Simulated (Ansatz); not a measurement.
Consider TiAl (space group P4/mmm, No. 123; a = 2.813 Å, c = 4.062 Å; relaxed with 0.1 eV smearing).

Method: r2SCAN (Ansatz, a program for electronic structure; PAW; 500 eV plane waves; no SOC).

Before the change:

```
Property    Value
--------  -------
Pressure  0.0 GPa
```

Modification: the cell is scaled by 1.0050 in all directions, atoms relaxed at fixed cell.

What happens to the energy relative to the base?

The energy grows by 1.3 meV/atom.

What happens to the pressure?

The pressure (mean of the normal stresses, compression positive) goes from zero to -1.8 GPa.

The cells carry an imposed strain or load. No phonon test of stability was made. All final runs are without spin polarisation.
